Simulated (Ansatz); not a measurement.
Consider SnSe₂ in the CdI2 type structure (space group P-3m1, No. 164; a = 3.7936 Å, c = 5.7438 Å; layered, stacked along the Cartesian z axis). Axes: x lies along a and z along c of the hexagonal cell.

Calculations: PBEsol-D3(BJ) in Ansatz (plane waves to 420 eV, PAW, no SOC).

Base values:

```
Property                           Result
-----------------------------  ----------
Shortest interatomic distance  5.110 bohr
```

It is then changed as follows: uniaxial strain ε_xx = −1.50 %, all other strain components held at zero; the atoms relax in the strained cell.

Question: Estimate the effect on the energy relative to the base.

Answer: The energy rises by 1.9 meV/atom.

Question: What does the calculation give for the shortest interatomic distance after the change?

Answer: The shortest interatomic distance falls by 0.026 bohr to 5.084 bohr.

A case with no gap was solved on a k-mesh chosen for an insulator, which is coarse for it. Whether these cells are dynamically stable was not tested. All final runs are without spin polarisation. Gaps under 0.05 eV, about the width of the smearing, are given as zero.

Ansatz is a program for electronic structure.
